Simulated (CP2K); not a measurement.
Input and output of a self-consistent single point for Y4S3N2 (C2/m, 9 atoms in the cell) (CP2K).

Method: PBEsol, GPW, DZVP-MOLOPT-SR-GTH basis, GTH-PBE potentials (GTH_POTENTIALS) run with CP2K 2026.2.

```
Y4S3N2
1.0
    6.74017     0.00000     0.00000
    5.65141     3.67306     0.00000
   -5.86293    -1.73787     7.72186
Y S N
4 3 2
Direct
  0.76032   0.76032   0.64852
  0.23968   0.23968   0.35148
  0.43655   0.43655   0.14568
  0.56345   0.56345   0.85432
  0.00000   0.00000   0.00000
  0.17442   0.17442   0.78434
  0.82558   0.82558   0.21566
  0.64304   0.64304   0.36114
  0.35696   0.35696   0.63886
```

Reference input (self-consistent single point, DFT PBEsol, GPW, DZVP-MOLOPT-SR-GTH basis, GTH-PBE potentials (GTH_POTENTIALS)): CUTOFF = 500 Ry; REL_CUTOFF = 50 Ry; SMEAR/METHOD = GAUSSIAN; SIGMA = 0.02 eV; KPOINTS/SCHEME = MACDONALD 4 4 2 0.125 0.125 0.25; XC_FUNCTIONAL = PBE:PBESOL; Y/BASIS_SET = DZVP-MOLOPT-SR-GTH-q11; Y/POTENTIAL = GTH-PBE-q11; S/BASIS_SET = DZVP-MOLOPT-SR-GTH-q6; S/POTENTIAL = GTH-PBE-q6; N/BASIS_SET = DZVP-MOLOPT-SR-GTH-q5; N/POTENTIAL = GTH-PBE-q5. This run's input differs from it in these lines:

```diff
@@ -40,3 +40,3 @@
     &KPOINTS
-      SCHEME MACDONALD 4 4 2 0.125 0.125 0.25
+      SCHEME MONKHORST-PACK 4 4 2
     &END KPOINTS
```

Output, abridged:

```
 SCF WAVEFUNCTION OPTIMIZATION

  Step     Update method      Time    Convergence         Total energy    Change
     1 NoMix/Diag. 0.30E+00      -     2.09141262      -204.7781246231 -2.05E+02
     2 Broy./Diag. 0.30E+00      -     0.23560753      -200.5193880752  4.26E+00
     3 Broy./Diag. 0.30E+00      -     0.29757141      -202.7175111129 -2.20E+00
     4 Broy./Diag. 0.30E+00      -     0.06502882      -203.9581588650 -1.24E+00
     5 Broy./Diag. 0.30E+00      -     0.06852432      -203.3538449344  6.04E-01
     6 Broy./Diag. 0.30E+00      -     0.02315787      -203.8246516354 -4.71E-01
   [... 16 lines left out ...]
    23 Broy./Diag. 0.30E+00      -     0.00000057      -204.0235312072  4.35E-06
    24 Broy./Diag. 0.30E+00      -     0.00000010      -204.0235288420  2.37E-06
    25 Broy./Diag. 0.30E+00      -     0.00000017      -204.0235297813 -9.39E-07
    26 Broy./Diag. 0.30E+00      -     0.00000009      -204.0235303735 -5.92E-07
  *** SCF run converged in    26 steps ***

  Overlap energy of the core charge distribution:               0.00000000000752
  Self energy of the core charge distribution:               -409.67964414462318
  Core Hamiltonian energy:                                     93.70136466905616
  Hartree energy:                                             143.91340658796378
  Exchange-correlation energy:                                -31.95865748588645
  Smearing free energy correction:                              0.00000000000000
  Fermi energy:                                                 0.24818575533387

  Total energy:                                              -204.02353037348220
  Total energy (extrapolated to sigma->0):                   -204.02353037348220

                     Mulliken Population Analysis

   [... lines left out ...]

 STRESS| Analytical stress tensor [bar]
 STRESS|                        x                   y                   z
 STRESS|      x       -2.46617725137E+04   2.97103589854E+02   5.44515452505E+02
 STRESS|      y        2.97103589854E+02  -2.55751945591E+04   1.61409086233E+02
 STRESS|      z        5.44515452505E+02   1.61409086233E+02  -2.24946452088E+04
 STRESS| 1/3 Trace                                            -2.42438707605E+04
```

The run converged in 26 iterations. Against the reference run the free energy is nearly the same (within 1 meV/atom), the pressure stays at -2.42 GPa, the largest force hardly changes (0.166 to 0.169 eV/Å) and the gap on the mesh goes from 1.366 to 1.487 eV.

The starting cell comes from a database of computed structures (which also holds hypothetical and non-ambient phases and stackings), without a prior relaxation at this level. Values carry the incompleteness of an atom-centred basis. The potentials were made for another functional than the one used. Another mesh or the band path of this cell gives a smaller gap, so this value is not converged in the mesh.

Cost on one core of a shared machine: roughly 6 min.
